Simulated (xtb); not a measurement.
xtb 6.7.1, GFN2-xTB: Sn(F)(Cl)(Vi)2 (C=[CH][Sn]([F])([Cl])[CH]=C), 13 atoms. The geometry is a generated start, not checked to be a minimum at this level.

```json
{
  "method": "GFN2-xTB",
  "--acc": "1 (default)",
  "--etemp (K)": "300 (default)",
  "detailed input (--input)": "none: ANC optimiser, Lindh (1995) Hessian, microcycle=20, maxdispl=1.0, hlow=0.01 (default)",
  "basis_functions": "46",
  "valence_electrons": "40"
}
```

```xyz
13

C     -2.9724     0.5317    -0.0806
C     -1.7065     0.8696    -0.0013
Sn    -0.0624    -0.6018    -0.1670
F      0.4272    -0.4356    -2.1167
Cl    -0.9132    -2.7681     0.0040
C      1.9492    -0.4602     0.7437
C      2.9304     0.2130     0.1864
H     -3.3021    -0.4909    -0.1968
H     -3.7569     1.2768    -0.0338
H     -1.3727     1.8886     0.1075
H      2.0554    -1.0124     1.6639
H      2.8074     0.7427    -0.7435
H      3.9165     0.2466     0.6342
```

The structure is relaxed from this start with --opt LEVEL for the levels crude, sloppy, loose, lax, normal, tight, vtight, extreme, once each. Up to the end of the extreme run atoms move by at most 0.93 Å along an axis.

**Question.** Which level is enough to come within 5 meV of the tightest end point?

**Answer.** normal: 26 cycles against 56, ending 0.75 meV above.

| level | cycles | energy above the extreme run (meV) | gradient norm (eV/Å) |
|---|---|---|---|
| crude | 1 | 16 | 0.16 |
| sloppy | 1 | 16 | 0.16 |
| loose | 1 | 16 | 0.16 |
| lax | 4 | 15 | 0.13 |
| normal | 26 | 0.75 | 0.023 |
| tight | 38 | 0.10 | 0.0089 |
| vtight | 44 | 0.051 | 0.0075 |
| extreme | 56 | — | 0.0022 |
